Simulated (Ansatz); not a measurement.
# What isotropic strain −2.50 % does to Li2Se

The parent structure is Li2Se in the anti-fluorite structure (space group Fm-3m, No. 225; a = 6.006 Å).

It is then changed as follows: an isotropic linear strain of −2.50 %; the atoms relax in the strained cell.

All numbers come from Ansatz (an electronic-structure program) PBE, spin-orbit coupling left out. Γ-centred 10×10×10 mesh, Fermi–Dirac width 0.05 eV.

```tsv
quantity	base	changed	shift
volume per atom	18.06 Å³	16.74 Å³	-1.32 Å³
space group	Fm-3m (No. 225)	Fm-3m (No. 225)	–
shortest interatomic distance	2.601 Å	2.536 Å	-0.065 Å
energy relative to the base (free energy F)	0 meV/atom	+11 meV/atom	+11 meV/atom
band gap	2.98 eV	2.91 eV	-0.07 eV
gap character	indirect, Γ → X	indirect, Γ → X	–
smallest direct gap	3.38 eV	3.71 eV	+0.33 eV
mean gap deformation potential ΔEg/Δln V	–	+0.9 eV	–
width of the top valence band	1.75 eV	1.96 eV	+0.21 eV
electron mass	0.63 mₑ along k, 0.32 mₑ across (at X)	0.61 mₑ along k, 0.30 mₑ across (at X)	–
valley order (the lowest conduction-band minima on the path, energy above the VBM, named in the base's zone)	X along ⟨100⟩ 2.98 eV; Γ 3.38 eV	X along ⟨100⟩ 2.91 eV; Γ 3.71 eV	–
```

Final structure:

```
Li2Se
1.0
    0.00000     2.92807     2.92807
    2.92807     0.00000     2.92807
    2.92807     2.92807     0.00000
Li Se
2 1
Direct
  0.25000   0.25000   0.25000
  0.75000   0.75000   0.75000
  0.00000   0.00000   0.00000
```

Masses are band curvatures over ±0.01 Å⁻¹ around the edge. Along k means along the line from Γ to the band edge. No phonon test of stability was made.
